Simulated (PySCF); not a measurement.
PySCF 2.14.0, unrestricted B3LYP/def2-svp, df: Al(Me)2(H) cation ([CH3][AlH][CH3]), charge +1, multiplicity 2, 10 atoms. The geometry is a generated start, not checked to be a minimum at this level.

```yaml
task: energy
method: b3lyp
basis: def2-svp
two_electron_scheme: density fitting
mol.max_memory: 3000 MB
mf.max_cycle: 100
mf.init_guess: minao (default)
mf.DIIS: CDIIS (default)
mf.diis_space: 8 (default)
mf.conv_tol: 1e-09 (default)
mf.grids.level: 3 (default)
basis_functions: 81
grid_points: 116072
```

```xyz
10

Al     0.5509    -0.1342    -0.3416
C     -0.4360    -1.6984     0.3913
H     -0.3724    -2.5696    -0.2728
H     -1.5032    -1.4860     0.5337
H     -0.0597    -2.0334     1.3640
C      0.0717     1.7880    -0.1521
H      0.6986     2.4198    -0.7940
H      0.1891     2.1708     0.8676
H     -0.9702     1.9902    -0.4313
H      1.8311    -0.4472    -1.1648
```

Charge 1 and multiplicity 2 are set for this test and not shown to be the ground state.

One run each on 2 threads, 1 BLAS thread. Values of level_shift (Hartree) tried: 0 (default), 0.1, 0.3, 1.

**Question.** Which value of level_shift (Hartree) needs the fewest Fock builds, and what happens away from it?

**Answer.** Fewest Fock builds: 0 (default) with 18. The count rises to 34 at 0.1. The run ends without SCF convergence in 100 cycles at 0.3, 1.

```tsv
level_shift (Hartree)	Fock builds	end
0 (default)	18	same solution
0.1	34	same solution
0.3	101	no convergence
1	101	no convergence
```
